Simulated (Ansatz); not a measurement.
The starting structures come from a database of crystals and need not be the phases stable at ambient conditions.

 Where the default PAW files enter, the runs use the earlier of Ansatz's two default sets.

Input:

```
CELL_PARAMETERS angstrom
      3.84172     0.00000     0.00000
     -1.92086     3.32703     0.00000
      0.00000     0.00000     6.33293
ATOMIC_POSITIONS crystal
  Ga 0.66667 0.33333 0.50005
  Ga 0.33333 0.66667 0.00005
  P  0.66667 0.33333 0.87395
  P  0.33333 0.66667 0.37395
```

Space group of this cell: P6_3mc, wurtzite. The cell is taken as given.

Transport runs along the normal of the first two printed cell vectors, the (001) plane of the conventional cell.

The gap is the functional's own, uncorrected, and κ follows it; spin-orbit coupling is left out. Mid-gap values are interpolated between the computed energies.

**Question.** State the band gap and the smallest decay constant κ at mid-gap according to r2SCAN in Ansatz (a program for electronic structure).

**Answer.** Gap 1.74 eV on a 12×12×6 mesh; κ = 0.122 1/Å, at the zone centre.
